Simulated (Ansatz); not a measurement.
**Al2O3: band gap against strain**

Al2O3 (corundum, R-3c, 8.562 Å³/atom at rest, c along z) under an equal strain ε in the (0001) plane with the normal axis free, as in a coherent film. PBEsol in Ansatz, a plane-wave DFT program (PAW, default set), 420 eV, 8×8×8 Γ-centred mesh, Fermi-Dirac smearing 0.05 eV; ions are relaxed within the symmetry of each cell. Gaps are the smallest over the k-mesh and a band path, without spin-orbit coupling; in all rows the valence edge lies at Γ and the conduction edge at Γ.

Here s stands for strain and Eg for gap.

```
strain (%)  gap (eV)
----------  --------
0.00           6.030
0.75           5.801
1.50           5.574
2.25           5.348
3.00               ?
```

Taking a straight line for Eg over the 4 complete rows: Means: s 1.1250, Eg 5.6883. About the means, the sum of products is -0.85238 and the sum of squares of s is 2.8125; the slope is their ratio. Least squares gives Eg = 6.0292 - 0.30307·s. Residuals (row less fit): 0.0008, -0.0009, -0.0006, 0.0007; standard error 0.0011 (degrees of freedom: 2). Over these rows the gap moves by -30 ± 0.06 eV per unit strain.

### Question
What does the fit predict for Eg at s = 3.00, and how far is the calculated value from it?

### Answer
Eg = 6.0292 - 0.30307 × 3.00 = 5.1200 eV. The calculation gives 5.124 eV, 0.0040 eV above the prediction (0.4 % of the range of Eg in the table). The row lies outside the fitted rows, so this is an extrapolation. From the scatter of the fitted rows alone, a prediction at this place has a standard error of 0.0017 eV, so the miss is 2.4 times that.

One order more, fitted to all 5 runs of the series, follows each within 0.001, so the miss is the next term of a smooth law. Rows are the converged runs of the series near zero and its far end; series whose fitted rows scatter by over a few per cent of the range, as at a crossing or softening among them, aren't shown in this form. Most that stay on the fit to the last digits aren't either.
